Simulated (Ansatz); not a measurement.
**GaP: P vacancy**

Take an 8-atom supercell of GaP in the zinc blende structure (space group F-43m, No. 216; a = 5.438 Å) at its relaxed geometry as the base.

Now apply this change: one P atom is removed, atoms relaxed at fixed cell, starting from a slightly rattled geometry.

All numbers come from PBEsol/PAW in Ansatz (a quantum-chemistry and plane-wave program), spin-orbit coupling left out. Γ-centred 5×5×5 mesh, Fermi–Dirac width 0.01 eV.

```csv
quantity,base,changed,shift
pressure,0.0 GPa,-4.0 GPa,-4.0 GPa
largest displacement of a host atom from its site in the perfect cell,–,0.52 Å,–
mean distance from the defect site to its nearest host atoms,2.35 Å,2.31 Å,-0.04 Å
```

Final structure:

```
Ga4P3
1.0
   -5.43847     0.00000     0.00000
    0.00000     0.00000     5.43847
    0.00000     5.43847     0.00000
P Ga
3 4
Direct
  0.74576   0.72310   0.25395
  0.74555   0.24423   0.77104
  0.22689   0.24465   0.25432
  0.00905   0.95692   0.98995
  0.55127   0.04848   0.44717
  0.45460   0.51034   0.98522
  0.01625   0.51364   0.54766
```

Other magnetic orders, which the real material may have, were not ruled out. The cell is small, so the values are those of an ordered compound at a high defect concentration; dilute-limit values will differ. The mesh was chosen for an insulator and is coarse for the gapless case. Seeded moments were not kept for P vacancy. The defect cell is spin-polarised and ends with 0.0 μB.
